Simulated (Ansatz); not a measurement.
Consider In$_{2}$HgTe$_{4}$ (space group I-4, No. 82; a = 6.231 Å, c = 12.405 Å).

Calculations: PBEsol in Ansatz (plane waves to 420 eV, PAW, no spin-orbit coupling).

For the base:

- Density = 6.49 g/cm³
- Band gap = 0.50 eV

Modification: cell and atoms relaxed at a pressure of 2.1 GPa.

Problem. What happens to the density and band gap?

Solution. The density grows by 0.436 g/cm³ to 6.92 g/cm³; the band gap drops by 0.022 eV, from 0.50 eV to 0.47 eV.

With Hg and Te present, leaving out spin-orbit coupling can change the band edges. Load acts through the strain it causes; cell and atoms are relaxed under it. Stability against distortions was not tested.

Ansatz is a quantum-chemistry and plane-wave program.
